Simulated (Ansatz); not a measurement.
## MoSe2: isotropic strain −4.67 %

Base system: MoSe2 in the 2H-MoS2 type structure (space group P6_3/mmc, No. 194; a = 3.277 Å, c = 12.731 Å; layered, stacked along the Cartesian z axis).

Modification: every lattice vector is shortened by 4.67 %, atoms relaxed at fixed cell.

Computed with PBE-D3(BJ), PAW, 420 eV (Ansatz, an electronic-structure program; scalar-relativistic without spin-orbit coupling), earlier PAW set. Γ-centred 12×12×3 mesh, Fermi–Dirac width 0.05 eV.

* **Volume per atom**: 17.10 Å³ (base 19.73 Å³)
* **Space group**: P6_3/mmc (No. 194) (base P6_3/mmc (No. 194))
* **Shortest interatomic distance**: 2.485 Å (base 2.526 Å)
* **Energy relative to the base (free energy F)**: +93 meV/atom
* **Band gap**: 0.40 eV (base 0.74 eV)
* **Smallest direct gap**: 1.08 eV (base 1.46 eV)
* **Valence-band top at Γ (three highest levels, from the VBM)**: 0.00, -0.38, -1.15 eV (base 0.00, -0.68, -1.19 eV)
* **Largest internal atomic displacement**: 0.114 Å

Whether these cells are dynamically stable was not tested.
